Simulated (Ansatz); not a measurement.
The starting structures come from a database of crystals and need not be the phases stable at ambient conditions.

The decay constant κ of evanescent states in the gap governs leakage through a thin film.

```
Ag2KTaSe4
1.0
    6.16439     0.00000     0.00000
   -3.08220     9.95452     0.00000
    0.00000     0.00000     8.37580
K Ta Ag Se
2 2 4 8
Cartesian
  2.23305   3.66744   2.09395
 -0.84914   6.28708   6.28185
  0.55553   7.71037   2.09395
  3.63773   2.24415   6.28185
  3.86156   0.00000   0.00000
  3.86156   0.00000   4.18790
  3.63650   7.67374   2.09395
  0.55430   2.28078   6.28185
 -0.86838   9.75623   2.09395
  2.21382   0.19829   6.28185
  1.92760   7.57818   0.05394
  5.00980   2.37634   8.32186
  1.92760   7.57818   4.13396
  5.00980   2.37634   4.24184
  2.31177   4.26850   6.28185
 -0.77043   5.68602   2.09395
```

Space group of this cell: Ama2. The cell is taken as given; by r2SCAN its mean pressure is -1.4 GPa.

Transport runs along the normal of the first two printed cell vectors.

The gap is the functional's own. No spin-orbit coupling. Mid-gap values are interpolated on the energy grid.

**Question.** State the band gap and the smallest decay constant κ at mid-gap according to r2SCAN (Ansatz, a first-principles code).

**Answer.** Gap 2.01 eV on a 6×6×4 mesh; κ = 0.281 1/Å, at the zone centre.
